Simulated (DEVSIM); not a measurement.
Structure: Si p-n junction from an implanted or diffused profile, at 300 K.

```
layer (left to right)  material  thickness (μm)  Nd (cm⁻³)  τn (s)  τp (s)
---------------------  --------  --------------  ---------  ------  ------
1                            Si            3.60       4e15  1.7e-7  1.7e-7
```

Added acceptor profile: 2.8e18 cm⁻³ × exp(−(x − 0.11 μm)²/(2·(0.11 μm)²)). Left contact: ohmic. Right contact: ohmic. Voltage is applied to the left contact. Recombination: SRH at mid-gap, Auger. Mobility is μmin + (μ − μmin)/(1 + (N/Nref)^α).

This is a model device: material constants are rounded textbook-type values typed into the input, and sizes, dopings and lifetimes were drawn at random. Values at 300 K; Nc and Nv go as T^1.5, mobilities as T to minus their exponent, the gap by Varshni's rule with the affinity fixed.

```csv
parameter,Si
gap (eV),1.124
affinity (eV),4.05
permittivity,11.7
Nc (cm⁻³),2.86e19
Nv (cm⁻³),3.1e19
μn (cm²/Vs),1417
μp (cm²/Vs),470
"μn,min",52
"μp,min",45
"Nref,n",9.7e16
"Nref,p",2.2e17
αn,0.68
αp,0.72
T exponent of μn,2.3
T exponent of μp,2.2
Cn (cm⁶/s),2.8e-31
Cp (cm⁶/s),9.9e-32
Varshni α (eV/K),0.000473
Varshni β (K),636
```

Simulated with DEVSIM: 1D drift-diffusion, Boltzmann statistics, complete ionisation; no tunnelling, impact ionisation, image-force lowering or self-heating.

Base results: dark forward voltage at 100 A/cm² (V) 0.724; dark forward voltage at 1 A/cm² (V) 0.580; potential step across the device at zero bias (V) 0.819.

Problem. What follows from this one change: doping Nd of layer 1 4e+15 → 1.2e+14 cm^-3?

Solution. dark forward voltage at 100 A/cm² 0.724 → 0.700 V; dark forward voltage at 1 A/cm² 0.580 → 0.495 V; potential step across the device at zero bias 0.819 → 0.729 V.

Problem. What follows from this one change: temperature 300 → 450 K?

Solution. dark forward voltage at 100 A/cm² 0.724 → 0.462 V; dark forward voltage at 1 A/cm² 0.580 → 0.236 V; potential step across the device at zero bias 0.819 → 0.577 V.

Problem. What follows from this one change: peak of the profile 2.8e+18 → 5.6e+17 cm^-3?

Solution. dark forward voltage at 100 A/cm² little changed (0.720 V); dark forward voltage at 1 A/cm² little changed (0.578 V); potential step across the device at zero bias 0.819 → 0.778 V.
